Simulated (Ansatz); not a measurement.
Results of PBE in Ansatz (plane waves, PAW) for C11b WSi₂.

Run with plane-wave cutoff 500 eV, 18×18×18 k mesh, Fermi–Dirac smearing 0.05 eV, no spin polarisation, scalar-relativistic PAW data made under PBE.

Computed at the level's own relaxed cell.

Estimate the volume per atom, lattice parameter a and c axis length that the calculation returns.


volume per atom: 13.67 Å³/atom
lattice parameter a: 3.229 Å
c axis length: 7.867 Å

Measured, for comparison: lattice constant a 3.214 Å, lattice parameter c 7.831 Å (temperature not stated, not corrected to a static lattice; as tabulated in Pavlosiuk et al. (2022), arXiv:2202.05362). Computed (rounded) less measured: lattice constant a +0.5 %, lattice parameter c +0.5 %.

Spin–orbit coupling is not included.

Ansatz is a first-principles code.
